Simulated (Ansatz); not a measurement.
# Effect of strain tensor (xx, yy, zz, yz, xz, xy) = (−0.26, +0.31, −0.74, +1.48, −0.06, −1.12) % on TaN

Start from TaN (space group P6/mmm, No. 191; a = 5.202 Å, c = 2.906 Å). Axes: x lies along a and z along c of the hexagonal cell.

Perturbation: strain tensor (xx, yy, zz, yz, xz, xy) = (−0.26, +0.31, −0.74, +1.48, −0.06, −1.12) %, atoms relaxed at fixed cell.

All numbers come from PBEsol (Ansatz, a first-principles code; PAW; 420 eV plane waves; no spin-orbit coupling). Γ-centred 10×10×16 mesh, Fermi–Dirac width 0.05 eV.

* **Volume per atom**: 11.27 Å³ (base 11.35 Å³)
* **Space group**: P-1 (No. 2) (base P6/mmm (No. 191))
* **Shortest interatomic distance**: 2.054 Å (base 2.090 Å)
* **Energy relative to the base (free energy F)**: +10 meV/atom
* **Pressure (mean of the normal stresses, compression positive)**: 3.4 GPa (base 0.0 GPa)
* **Band gap**: zero (base zero)
* **Stress (xx, yy, zz, yz, xz, xy; compression positive)**: (2.4, 1.3, 6.4, -6.3, 0.2, 2.2) GPa (rough)

Without a gap, meshes like the base's 10×10×16 leave anisotropic stresses uncertain by several tenths of a GPa, and small strain energies with them. Stability against distortions was not tested. All final runs are without spin polarisation. This is not the structure that TaN has at room temperature and ambient pressure.
